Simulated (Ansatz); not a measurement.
Take Ba in the bcc (W type) structure (space group Im-3m, No. 229; a = 5.0687 Å) as the base.

The values are results of Kohn–Sham DFT with the r2SCAN functional, run in Ansatz (a quantum-chemistry and plane-wave program) with PAW and 500 eV plane waves, spin-orbit coupling left out, not measurements.

For the base:

```
Quantity                         Result
-------------------  ------------------
Volume per atom                65.11 Å³
Largest site moment             0.00 μB
Magnetic state       not spin-polarised
```

It is then changed as follows: every Ba is replaced by Eu; the structure is relaxed again.

Tabulated Pauling electronegativity and covalent radius: Ba 0.89, 2.15 Å; Eu 1.20, 1.98 Å.

### Question
How does this affect the volume per atom?

### Answer
The volume per atom decreases by 21.138 Å³ (65.11 Å³ → 43.98 Å³).

### Question
Estimate the effect on the largest site moment.

### Answer
The largest site moment goes from zero to 7.32 μB.

### Question
Predict the new magnetic state.

### Answer
The magnetic state goes from not spin-polarised to ferromagnetic.

The magnetic state is the one reached from the starting moments; the real material's order can differ, and small cells can't hold many antiferromagnetic ones. The state of the 4f shell was not checked for lower solutions. No phonon test of stability was made.
